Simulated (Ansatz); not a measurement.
Hf: energy against strain

Hf (hcp, P6_3/mmc, 20.830 Å³/atom and stress up to 0.01 GPa in the relaxed cell, c along z) under an equal strain ε in the (0001) plane with the normal axis free, as in a coherent film. LDA in Ansatz, a plane-wave DFT program (PAW, default set), 420 eV, 21×21×12 Γ-centred mesh, Fermi-Dirac smearing 0.10 eV; ions are relaxed, or left where forces stay under 0.02 eV/Å, within the symmetry of each cell. Against the start cell, which lies near the measured one, the relaxed cell differs by -6.4 % in volume and -2.0 % in c; the values below rest on it.

Here s stands for strain and y for E less E0.

```
strain (%)  E less E0 (meV/atom)
----------  --------------------
-1.50                       6.62
-1.00                       3.01
-0.50                       0.81
0.00                        0.00
0.50                        0.56
1.00                        2.47
1.50                        5.69
3.00                           ?
```

### Question
Fit y against s with a parabola, and predict the withheld value at s = 3.00.

### Answer
Least squares gives y = 0.002 - 0.2943·s + 2.7352·s². Residuals (row less fit): 0.022, -0.021, -0.023, -0.002, 0.021, 0.027, -0.025; standard error 0.029 (degrees of freedom: 4). The quadratic coefficient over the volume, 2.7352 meV × 10⁴ × 0.1602 / 20.830 Å³, is the biaxial elastic modulus of this plane = about 210 GPa. At the withheld row, y = 0.002 - 0.2943 × 3.0 + 2.7352 × 3.0² = 23.736 meV/atom. The calculation gives 22.91 meV/atom, 0.826 meV/atom below the prediction (3.6 % of the range of y in the table). The row lies outside the fitted rows, so this is an extrapolation. From the scatter of the fitted rows alone, a prediction at this place has a standard error of 0.110 meV/atom, so the miss is 7.5 times that.

A polynomial of degree 3 through the 12 other runs of the series gives 23.01 there, so most of the miss is curvature that the fit leaves out. In a metal these values are sensitive to mesh and smearing; energies are taken to zero smearing, stresses follow the free energy. Rows are the converged runs of the series near zero and its far end; series whose fitted rows scatter by over a few per cent of the range, as at a crossing or softening among them, aren't shown in this form, nor equations of state whose B0' disagrees with the runs' pressures. Most that stay on the fit to the last digits aren't either.
